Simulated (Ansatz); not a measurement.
**A self-consistent single point of a sheet of PtS2 (3 atoms in the cell) with Ansatz (an electronic-structure program)**

Method: PBE (plane waves, PAW; Ansatz).

This input was run:

Ansatz 0.2 input:
```yaml
crystal:
  lattice:
    - [3.35402500, 0.00000000, 0.00000000]
    - [-1.67701300, 2.90467100, 0.00000000]
    - [0.00000000, 0.00000000, 16.79262400]
  atoms:
    - { symbol: Pt, position_ang: [0.00000000, 0.00000000, 8.39631200] }
    - { symbol: S, position_ang: [-0.00000201, 1.93644830, 9.79261869] }
    - { symbol: S, position_ang: [1.67701401, 0.96822270, 7.00000531] }
basis:
  ecutwfc: 420.0 eV
kpoints:
  mp_grid:
    grid: [11, 11, 1]
hamiltonian:
  xc: pbe
  pseudopotentials:
    kind: paw
scf:
  occupations:
    method: fermi_dirac
    width: 0.1 eV
output:
  forces: true
  eigenvalues: true
  stress: true
```

The program printed (abridged):

```
WARN the atoms were moved onto the symmetric positions of the space group found under crystal.symmetry.tolerance 1.0e-5 (fractional …
WARN ansatz: RAYON_NUM_THREADS=1 ignored (pool sized by the plan → 1); use --threads N
Pseudopotentials: kind: paw
Pseudopotential: Pt, paw, valence charge 18
Pseudopotential: S, paw, valence charge 6
Crystal: 3 atoms, lattice volume = 163.599 Å³
Basis set: ecut = 420 eV, 3237 PW (Γ), exchange–correlation on 48×48×240 points (8 copies of the dense FFT grid, shifted against one another)
Bands: 19, of which v1, the nominal top of the filled ones, is band 15 counted from 1 (14 counted from 0)
Symmetry: 12 space group operations
Space group: P-3m1 (ITA 164), of the structure as read, at distance tolerance 5.5e-5 Å
k-points: 16 of 121
Initial density: superposition of atomic densities (neutral atoms: chi_scale 0, normalization atom), corrected by the library's trained network
Initial wavefunctions: pseudopotential atomic-orbital guess
Eigensolver: davidson
Functional: x = pbe(κ = 0.804, μ = 0.2195149727645171), c = pbe(β = 0.06672455060314922)
SCF iter   1: F=—  HF=-14327.926236 eV  |F-HF|=—  |Δ(HF+E_count)|=         —  Δρ=1.92e-3  dr2=6.04e-3  ethr=1.77e-3  ⟨swp⟩=8.3  Hψ=1884  notcnv=0
all-band conjugate gradients solve this SCF's bands
preconditioner: auto → none
SCF iter   2: F=—  HF=-14327.927497 eV  |F-HF|=—  |Δ(HF+E_count)|=   1.26e-3  Δρ=1.69e-3  dr2=7.28e-3  ethr=2.01e-5  ⟨swp⟩=2.9  Hψ=817  notcnv=0
SCF iter   3: F=—  HF=-14327.926734 eV  |F-HF|=—  |Δ(HF+E_count)|=   7.62e-4  Δρ=7.58e-4  dr2=1.38e-3  ethr=2.01e-5  ⟨swp⟩=2.1  Hψ=435  notcnv=0
SCF iter   4: F=—  HF=-14327.926784 eV  |F-HF|=—  |Δ(HF+E_count)|=   4.94e-5  Δρ=2.42e-4  dr2=5.85e-5  ethr=4.59e-6  ⟨swp⟩=2.3  Hψ=381  notcnv=0
SCF iter   5: F=—  HF=-14327.926819 eV  |F-HF|=—  |Δ(HF+E_count)|=   3.47e-5  Δρ=5.17e-5  dr2=1.39e-6  ethr=1.95e-7  ⟨swp⟩=2.2  Hψ=459  notcnv=0
SCF iter   6: F=—  HF=-14327.926824 eV  |F-HF|=—  |Δ(HF+E_count)|=   5.16e-6  Δρ=1.11e-5  dr2=2.01e-7  ethr=4.62e-9  ⟨swp⟩=2.1  Hψ=485  notcnv=0
SCF iter   7: F=-14327.926824 eV  HF=-14327.926824 eV  |F-HF|=1.07e-8  |Δ(HF+E_count)|=   2.64e-7  Δρ=2.28e-6  dr2=1.76e-8  ethr=3.33e-10  ⟨swp⟩=8.8  Hψ=1582  notcnv=0
SCF 1 converged in 7 iterations: F = -14327.926824 eV  dr2 = 1.76e-8
SCF converged after 7 iterations
Free energy (F): -14327.926824 eV
Harris-Foulkes:  -14327.926824 eV  (|F-HF|=1.07e-8)
Internal energy: -14327.926335 eV  (E = F + TS)
E sigma→0 (E₀):  -14327.926579 eV
Entropy (-TS):   -0.000489 eV (-0.163 meV/atom)
Fermi energy:    0.225602 eV
--- Per-component energies (eV) ---
  E_band       = -640.777724
  E_kinetic    = 851.519355
  E_local      = -16967.174730  (includes V_loc(G=0)·N_el)
  E_nonlocal   = 255.687901
  E_hartree    = 7997.541875
  E_xc         = -456.197797
  E_vxc        = -477.982393  (∫ρ·V_xc dr)
  E_paw        = -10654.085334  (= ΣΔE_a)
  E_vpaw       = -297.895916  (= ΣTr[D̂ρ^β])
  E_aug_tail   = 0.000192  (compensation charges beyond the density's cutoff)
  E_ewald      = 4644.782204
  E_smearing   = -0.000489  (= −TS)
  E_closure    = -0.000000  (closes the sum)
  Σ components = -14327.926824   (vs F -14327.926824, Δ=0.00e0)
--- Forces (eV/Å), atoms counted from 1 ---
  atom   1  Pt    -0.00000000     0.00000000     0.00000000
  atom   2  S     -0.00000000    -0.00000000    -0.47759357
  atom   3  S      0.00000000     0.00000000     0.47759357
  max |Σ_I F_I| component: 1.16e-18 eV/Å
--- Stress (GPa, compression-positive) ---
        3.665423      -0.000000      -0.000000
       -0.000000       3.665423      -0.000000
       -0.000000      -0.000000      -1.306075
  P = ⅓ Tr σ = 2.0083 GPa (20.083 kbar)
  The stress holds the Pulay correction. Without it, at fixed plane waves, as pw.x and ABINIT print it: P = 1.9978 GPa
--- Band table (eV; the first three rows and the last of 16) ---
  k-point 0: bands = ["-99.2640", "-53.5496", "-53.4195", "-53.4195", "-14.9413", "-13.1222", "-6.5851", "-5.9086", "-5.9086", "-3.6237", "-3.6237", "-2.1234", "-2.0191", "-0.5622", "-0.5622", "2.4585", "2.4585", "4.6129", "5.1304"]
  k-point 1: bands = ["-99.2639", "-53.5492", "-53.4229", "-53.4204", "-14.8225", "-13.1110", "-6.4614", "-5.9853", "-5.8491", "-3.7979", "-3.6989", "-2.3413", "-1.8386", "-0.6471", "-0.5097", "1.9573", "2.3318", "4.8423", "5.2885"]
  k-point 2: bands = ["-99.2637", "-53.5480", "-53.4319", "-53.4226", "-14.4838", "-13.0811", "-6.2138", "-6.0077", "-5.7157", "-4.4068", "-3.8078", "-2.7613", "-1.5596", "-0.7639", "-0.4977", "1.1831", "2.1150", "5.3763", "5.7073"]
  k-point 15: bands = ["-99.2628", "-53.5432", "-53.4531", "-53.4450", "-12.8992", "-12.7792", "-6.5178", "-6.0984", "-5.7058", "-4.5014", "-4.3788", "-3.4320", "-2.7454", "-1.4067", "-1.2443", "1.1776", "1.6880", "5.6017", "7.5889"]
```

The run converged in 7 iterations.

The starting cell was generated: these elements placed on a structure prototype, without a prior relaxation; it need not be a known phase or ordering of this composition. Its lattice was rescaled in the plane by a random factor within 2.5 % of one. Spin-orbit coupling is off. Another mesh or the band path of this cell gives a smaller gap, so this value is not converged in the mesh.
